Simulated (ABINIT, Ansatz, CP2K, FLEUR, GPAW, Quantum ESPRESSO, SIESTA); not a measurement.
# Code comparison for Ca3Mg (I4/mmm, 4 atoms in the cell)

Self-consistent single point, at a second geometry (lattice scaled by 0.98). First geometry:

```yaml
crystal:
  lattice:
    - [-2.69950, 2.69950, 5.41182]
    - [2.69950, -2.69950, 5.41182]
    - [2.69950, 2.69950, -5.41182]
  atoms:
    - { symbol: Ca, position: [0.50000, 0.50000, 0.00000] }
    - { symbol: Ca, position: [0.25000, 0.75000, 0.50000] }
    - { symbol: Ca, position: [0.75000, 0.25000, 0.50000] }
    - { symbol: Mg, position: [0.00000, 0.00000, 0.00000] }
```

Shared settings, as Ansatz (a program for electronic structure) writes them: kpoints.mp_grid.grid = 7 7 7; scf.occupations.method = fermi_dirac; scf.occupations.width = 0.05 eV. Potentials and cutoffs stand in the table.

| code | model | ΔF from the first geometry (meV/atom) | pressure (GPa) | cutoff |
|---|---|---|---|---|
| ABINIT | LDA (PW92), PAW (JTH v2.0 LDA PAW) | -35.5 | -2.14 | 40 Ry |
| CP2K | LDA (Pade form), GPW, DZVP-MOLOPT-SR-GTH basis, GTH-PADE potentials (GTH_POTENTIALS) | -25.7 | -1.30 | grid 1000 Ry |
| Quantum ESPRESSO | LDA (PZ), GBRV 1.5 ultrasoft (LDA) pseudopotentials | -35.7 | -2.06 | 40 Ry |
| SIESTA | LDA PW92, numerical atomic orbitals DZP, PseudoDojo LDA standard norm-conserving potentials (rewritten from UPF to PSML) | 21.3 | 2.38 | grid 350 Ry |
| FLEUR | LDA (Perdew-Zunger), all-electron FLAPW (FLEUR), scalar-relativistic valence | -35.6 | – | Kmax 3.8 1/bohr |
| GPAW | LDA (Perdew-Wang 92), GPAW PAW datasets LDA (gpaw-data 1.0.1) | -34.3 | -1.95 | 850 eV |
| Ansatz | LDA (PW92), PAW files made with PBE | -35.7 | -2.05 | 420 eV |

A dash marks a value that a program does not give, or that is left out as unsure.

The spread over the programs that give each value: ΔF from the first geometry within 57.0 meV/atom; pressure within 4.52 GPa.

CP2K and SIESTA use small atom-centred bases, whose incompleteness enters pressures, forces and empty levels differently from a plane-wave cutoff. FLEUR treats all electrons, but the usual bases taken here (sphere radii, linearisation, local orbitals, empty states) were not tested for convergence, so the values are no reference for the others. Ansatz's pressure is given at a fixed set of plane waves, as the other plane-wave codes print theirs. The same LDA comes in different parametrisations, which differ slightly. In the pressure, SIESTA (by 4.44) lies more than 1 GPa from the median of the plane-wave programs.

The starting cell comes from a database of computed structures (which also holds hypothetical and non-ambient phases and stackings), without a prior relaxation at this level. Its lattice was rescaled by a random factor within 2.5 % of one. For this run, on top of that: lattice scaled by 0.98.

Keys are those of Ansatz 0.2.
